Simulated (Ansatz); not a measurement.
**Response to strain in PbZrO3**

Take PbZrO$_{3}$ in the cubic perovskite structure (space group Pm-3m, No. 221; a cell from a computed database, its experimental status unchecked) as the base.

```
CELL_PARAMETERS angstrom
      4.14117     0.00000     0.00000
      0.00000     4.14117     0.00000
      0.00000     0.00000     4.14117
ATOMIC_POSITIONS crystal
  Zr 0.00000 0.00000 0.00000
  Pb 0.50000 0.50000 0.50000
  O  0.50000 0.00000 0.00000
  O  0.00000 0.50000 0.00000
  O  0.00000 0.00000 0.50000
```

Cartesian axes are those of the cell as printed.

Strains are applied to the cell and any free atomic positions relax; under biaxial strain the out-of-plane vector relaxes too; under stress the whole cell relaxes.

Calculations: Kohn–Sham DFT with the PBEsol functional, run in Ansatz (a program for electronic structure) with PAW and 420 eV plane waves, without spin-orbit coupling, earlier PAW set.

Notes on the quantities. energy relative to the base: free energy F.

```csv
variant,electron mass,space group,energy relative to the base,volume per atom
base,"0.19 mₑ along k, 0.33 mₑ across (at X)",Pm-3m (No. 221),0 meV/atom,14.20 Å³
"biaxial strain −0.42 %, plane normal [001], relaxed out of plane","0.18 mₑ along k, 0.33 mₑ across (at X)",P4/mmm (No. 123),+0.6 meV/atom,14.12 Å³
isotropic strain −5.13 %,"0.16 mₑ along k, 0.32 mₑ across (at X)",Pm-3m (No. 221),+0.212 eV/atom,12.13 Å³
"uniaxial stress, 5 GPa tension along x","0.18 mₑ along k, 0.32 mₑ across (at X)",P4/mmm (No. 123),+4.4 meV/atom,14.36 Å³
```

With Pb present, leaving out spin-orbit coupling can change the band edges. The levels and masses belong to the bands next to the band gap. Masses are band curvatures over ±0.01 Å⁻¹ around the edge. Along k means along the line from Γ to the band edge. Beyond what the load breaks, stability against distortions was not tested. Many cubic perovskites are stable only at high temperature; tilts and polar distortions were not tested.
